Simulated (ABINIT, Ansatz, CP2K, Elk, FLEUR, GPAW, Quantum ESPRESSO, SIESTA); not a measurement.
## One structure in several programs: ReCl₆ (R-3, 7 atoms in the cell)

Self-consistent single point.

```yaml
crystal:
  lattice:
    - [3.04824, 1.75990, 5.55205]
    - [-3.04824, 1.75990, 5.55205]
    - [0.00000, -3.51980, 5.55205]
  atoms:
    - { symbol: Re, position: [0.00000, 0.00000, 0.00000], spin: 1.0 }
    - { symbol: Cl, position: [0.61790, 0.23109, 0.91394] }
    - { symbol: Cl, position: [0.38210, 0.76891, 0.08606] }
    - { symbol: Cl, position: [0.91394, 0.61790, 0.23109] }
    - { symbol: Cl, position: [0.08606, 0.38210, 0.76891] }
    - { symbol: Cl, position: [0.23109, 0.91394, 0.61790] }
    - { symbol: Cl, position: [0.76891, 0.08606, 0.38210] }
```
(The spins are starting values, not results.)

All programs got the same cell, k-point mesh and kind of occupations, and the same starting moments (in Ansatz's words: kpoints.mp_grid.grid = 3 3 3; magnetization.spin_polarized = true; scf.occupations.method = gaussian; scf.occupations.width = 0.0073 Ry); potentials, basis and cutoffs are each program's usual ones.

```tsv
code	model	pressure (GPa)	largest force (eV/Å)	size of the net moment (μB/atom)	k-points	cutoff
GPAW	PBEsol, GPAW PAW datasets PBEsol (made by gpaw-setup)	-1.42	0.220	0.14	6	550 eV
Ansatz	PBEsol, PAW files made with PBE	-1.22	0.222	0.14	6	30.9 Ry
FLEUR	PBEsol, all-electron FLAPW (FLEUR), scalar-relativistic valence	–	0.212	0.14	6	Kmax 4.1 1/bohr
Quantum ESPRESSO	PBEsol, PseudoDojo standard norm-conserving (PBESOL) pseudopotentials	-1.25	0.230	0.14	6	75 Ry
SIESTA	GGA PBEsol, numerical atomic orbitals DZP, PseudoDojo PBEsol standard norm-conserving potentials (rewritten from UPF to PSML)	-3.36	0.149	0.14	14	grid 300 Ry
Elk	PBEsol, all-electron FP-LAPW, Elk's shipped species files, default APW+lo basis	–	–	0.14	6	default
ABINIT	PBEsol, norm-conserving pseudopotentials (PseudoDojo nc-sr-04 PBEsol standard)	-1.25	0.230	0.14	6	980 eV
CP2K	PBEsol, GPW, DZVP-MOLOPT-SR-GTH basis, GTH-PBE potentials (GTH_POTENTIALS)	-1.48	0.207	0.14	14	grid 500 Ry
```

A dash marks a value that a program does not give, or that is left out as unsure.

The spread over the programs that give each value: pressure within 2.14 GPa; largest force within 0.081 eV/Å; size of the net moment within 0.00 μB/atom.

The starting cell comes from a database of computed structures (which also holds hypothetical and non-ambient phases and stackings), without a prior relaxation at this level. On Ansatz's run: Spin-orbit coupling is off. With one magnetic atom in the cell only a parallel order is possible. Without a gap this mesh is coarse (it stands for a supercell whose shortest vector is 18 Å).

### Question
Why do the programs differ, and what cannot be compared?

### Answer
Differences of this kind can come from the potentials, where these differ, and from what each basis and cutoff leave unconverged. The valence holds different numbers of electrons (GPAW 55, Ansatz (an electronic-structure program) 57, FLEUR 57, Quantum ESPRESSO 57, SIESTA 57, ABINIT 57, CP2K 57). The zero of total energies and Fermi levels follows the potentials and each program's conventions, so they are not compared here. SIESTA and CP2K use small atom-centred bases, whose incompleteness enters pressures, forces and empty levels differently from a plane-wave cutoff. FLEUR and Elk treat all electrons, but the usual bases taken here (sphere radii, linearisation, local orbitals, empty states) were not tested for convergence, so the values are no reference for the others. Ansatz's pressure is given at a fixed set of plane waves, as the other plane-wave codes print theirs. Ansatz's smearing width was typed in Ry to four decimals, so it matches the others to a few per cent. Site moments depend on each program's spheres or projections; the total moment of the cell does not. The programs reduce the same mesh by symmetry to different extents, which changes the work and not the result. In the pressure, SIESTA (by 2.11) lies more than 1 GPa from the median of the plane-wave programs. In the force vectors, SIESTA (by 0.372) lies more than 0.08 eV/Å from the median of the plane-wave programs.

The shared mesh is coarse (it stands for a supercell whose shortest vector is 18 Å), so the values are not converged in it.

Keys are those of Ansatz 0.2.
